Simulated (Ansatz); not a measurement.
Take Ti in the hcp (Mg type) structure (space group P6_3/mmc, No. 194; a = 2.939 Å, c = 4.654 Å; relaxed with 0.1 eV smearing) as the base. Axes: x lies along a and z along c of the hexagonal cell.

(Cell as relaxed with PBE.)

Levels (all Ansatz, a program for electronic structure, PAW, earlier PAW set): PBE (420 eV, no SOC); r2SCAN (500 eV, spin-orbit coupling left out).

Each level relaxes its own structure.

```
base                      PBE    r2SCAN
-------------------  --------  --------
volume per atom      17.41 Å³  17.33 Å³
lattice parameter a   2.939 Å   2.937 Å
band gap                 zero      zero
```

One thing is altered: biaxial strain −4.16 %, plane normal [001], relaxed out of plane (Cartesian); in-plane vectors clamped, the third vector and the atoms free.

```tsv
quantity	PBE	r2SCAN
ratio −ε⊥/ε∥	0.90	0.82
pressure (mean of the normal stresses, compression positive)	5.8 GPa	6.6 GPa
```

PBE's ratio −ε⊥/ε∥ lies 0.08 above r2SCAN's; PBE's pressure lies 0.8 GPa below r2SCAN's. Neither level is exact; r2SCAN is the comparison here, not a measurement.

Whether these cells are dynamically stable was not tested. All final runs are without spin polarisation.
